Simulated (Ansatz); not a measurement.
Structure of amorphous hafnia (Hf$_{18}$O$_{35}$) (periodic cell):

```xyz
53
Lattice="8.8189 0.0000 0.0000 0.0000 8.8189 0.0000 0.0000 0.0000 8.8189" Properties=species:S:1:pos:R:3 pbc="T T T"
Hf     7.0779     8.4560     1.6060
Hf     7.0889     3.3942     8.0160
Hf     5.2014     4.5469     5.5114
Hf     1.1418     8.5981     3.2281
Hf     0.1743     5.9711     0.1920
Hf     8.3204     5.5921     5.6158
Hf     3.4157     7.9133     0.7966
Hf     3.5301     1.3263     6.1526
Hf     5.6908     7.3220     7.0139
Hf     3.8624     1.8199     2.9685
Hf     6.8719     1.9100     4.5900
Hf     4.8203     7.4585     3.7441
Hf     8.4598     0.3026     7.2215
Hf     1.3825     3.2094     5.7011
Hf     3.3447     4.5422     8.6915
Hf     2.2192     7.0615     6.3805
Hf     5.7625     4.6908     1.9577
Hf     2.4100     4.8582     3.1150
O      7.7496     1.5303     8.6788
O      4.3351     8.6228     7.9970
O      2.4938     0.6924     1.7143
O      1.7714     5.3247     5.3740
O      3.6155     3.1704     4.7878
O      8.5569     1.9552     5.9217
O      1.1012     3.5386     3.6979
O      2.9011     3.0171     7.4152
O      6.8158     0.0495     6.1515
O      7.0352     7.6901     8.5682
O      0.2155     7.6009     1.5127
O      2.3869     0.9935     4.3102
O      3.5798     3.6157     1.9280
O      0.5880     7.3890     4.7076
O      7.1354     4.1138     4.6664
O      7.9901     0.6946     3.1892
O      2.7958     7.1269     2.9040
O      2.2529     6.5799     8.4039
O      0.1434     4.3395     7.3523
O      0.1288     7.0000     7.1540
O      5.7968     2.7074     6.3922
O      4.0911     5.6328     6.9262
O      4.4627     6.0753     0.9446
O      1.5994     4.9348     1.2157
O      6.4920     6.7791     2.5358
O      1.7668     0.2619     6.8957
O      5.3061     3.7339     0.1372
O      5.8502     2.7697     2.8964
O      4.9954     0.0017     2.0212
O      6.1444     6.5707     5.1112
O      6.6598     5.3075     7.0497
O      4.4996     5.3383     3.6778
O      7.5539     4.6755     0.8974
O      5.0518     0.8646     4.4209
O      3.9187     7.8622     5.5923
```

The numbers are results of PBE, scalar-relativistic without spin-orbit coupling (plane waves to 420 eV, PAW; Ansatz, an electronic-structure program), not measurements. The usual formal charges leave 2 electrons over, so the level spacing at the Fermi energy parts defect or band states and needn't be the band gap.

It comes from a melt-quench run on a machine-learned potential (CHGNet), relaxed afterwards by DFT. O atoms were pushed apart under 1.9 Å during the dynamics, to hinder bonds among them. The hot cell started wider than the set density and was brought back towards it in steps. It is the lowest in DFT energy of 2 quenches. It is a model cell: composition and starting density were chosen by hand, and all elements were melted together. No dispersion term was used. Its density started from a set value of 9.13 and ended at 9.13 g/cm³. Cooling (nominally 450 K/ps over its main leg) ran many orders faster than in experiment, which tends to leave more defects and strain. Values belong to this one cell and scatter from quench to quench. The volume was held where the preparation left it, at a PBE pressure of -5.1 GPa (tension). Stress components on the final sampling reach 7.7 GPa. On a 2×2×2 Γ-centred mesh force components of up to 0.23 eV/Å stay, since the relaxation ran on the zone centre alone. Cycles of charging lowered its energy after that relaxation.

Neighbours within Hf-Hf 3.34 Å, Hf-O 2.80 Å, O-O 1.58 Å count as bonded. Two cations that share two anions don't count as bonded, nor two that share one unless they lie closer than Hf-Hf 3.25 Å.

Task: Give the coordination numbers, mean bond lengths and angles.

Result: 
```json
{
 "Mean coordination of Hf by anions": "6.72 (6 with 6, 11 with 7, 1 with 8)",
 "Mean coordination of O": "3.46 (1 with 2, 18 with 3, 15 with 4, 1 with 5)",
 "Mean Hf-O bond": "2.202 Å (spread 0.141 Å, 121 counted)",
 "Bond angle at Hf": "mean 101.2°, spread 29.7°",
 "Bond angle at O": "mean 111.0°, spread 17.6°"
}
```

Task: List the pairs of like atoms that count as bonded by the rules above.

Result: There are none by these rules.
